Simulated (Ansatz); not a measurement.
Some atoms of an NVE trajectory of Ag (fcc), cell Ag32, started from the crystal [in the run: it stayed crystalline; mean temperature 1234 K (target 1140 K); density 9.38 g/cm³, volume +12 % from the start crystal's; mean pressure 0.6 GPa against a target of 0]; time step 4.0 fs, velocity Verlet. Calculation: r2SCAN (plane waves, PAW; Ansatz, an electronic-structure program). On the run's last frame a denser k-mesh moved the forces by 0.071 eV/Å rms, the static pressure by -0.47 GPa and the free energy by -12 meV/atom, which is about how far such values are converged.

```
atom  mass (u)                 x y z (Å)                       v (Å/fs)                F (eV/Å)
----  --------  ------------------------  -----------------------------  ----------------------
Ag1    107.868  0.04242 0.33434 -0.98657    0.002170 0.003718 -0.000467   0.4567 -0.8027 0.8555
Ag5    107.868  0.14031 -0.16634 4.14780   -0.002157 -0.001081 0.003163   1.8702 0.9905 -1.4000
Ag8    107.868   2.52905 2.21299 3.60287  -0.000030 -0.005784 -0.005504  -0.4239 -0.1217 0.2818
Ag10   107.868   0.43084 6.28650 1.38691    0.003272 -0.002699 0.001986  0.4575 -0.5011 -0.4163
Ag26   107.868   4.97278 6.48204 1.41610   0.005914 -0.001047 -0.001292  -1.2749 0.3091 -0.1251
Ag30   107.868   4.45334 6.33082 5.79653   -0.000583 0.000153 -0.000233   0.6774 0.2952 -0.6472
```

Q: Give their positions one step later.

A: x' = x + vΔt + FΔt²/(2m), with 1 eV/(Å·u) = 0.0096485 Å/fs².
| atom | x' y' z' (Å) |
|---|---|
| Ag1 | 0.05143 0.34863 -0.98783 |
| Ag5 | 0.13303 -0.16996 4.15945 |
| Ag8 | 2.52863 2.18976 3.58105 |
| Ag10 | 0.44426 6.27534 1.39455 |
| Ag26 | 4.99552 6.47808 1.41084 |
| Ag30 | 4.45149 6.33165 5.79513 |
